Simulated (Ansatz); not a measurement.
MgS: x(Se) = 0.75, 8 atoms, Cmmm

The parent structure is MgS in the rock salt structure (space group Fm-3m, No. 225; a = 5.203 Å).

The other end (x = 1) is MgSe in the rock salt structure (space group Fm-3m, No. 225): 20.48 Å³/atom, gap 2.48 eV.

Now apply this change: Se replaces 75.0 % of the S, ordered in a cell of 8 atoms (starting symmetry Cmmm) and fully relaxed.

Level of theory: plane-wave PAW DFT at the r2SCAN level (Ansatz, an electronic-structure program, 500 eV), no spin-orbit coupling. Γ-centred 6×6×9 mesh, Fermi–Dirac width 0.05 eV, for the changed cell.

The volume per atom rises by 2.15 Å³ (17.61 Å³ → 19.76 Å³) and the shortest interatomic distance grows by 6.56 pm (260.2 pm → 266.7 pm). The band gap shrinks by 0.957 eV to 2.51 eV and the gap character (in this cell's own zone, which can be folded) comes out as indirect, Γ → T. The valence-band top at Γ (three highest levels, from the VBM) goes from 0.00, 0.00, 0.00 eV to 0.00, -0.04, -0.09 eV and the mixing energy is +12 meV/atom. The deviation of the volume from the linear (Vegard-type) interpolation is 0.0 % and the bowing parameter b of this ordering, from Eg = [1−x] Eg[0] + x Eg[1] − b x [1−x], is 1.2 eV. The mean first-shell distances comes out as S–Mg 2.669 Å (end compound 2.602 Å), Se–Mg 2.715 Å (end compound 2.736 Å).

These are small ordered cells, not random alloys; other orderings at the same x differ. No phonon test of stability was made. Labels are those of the standard path for the cell's own space group.
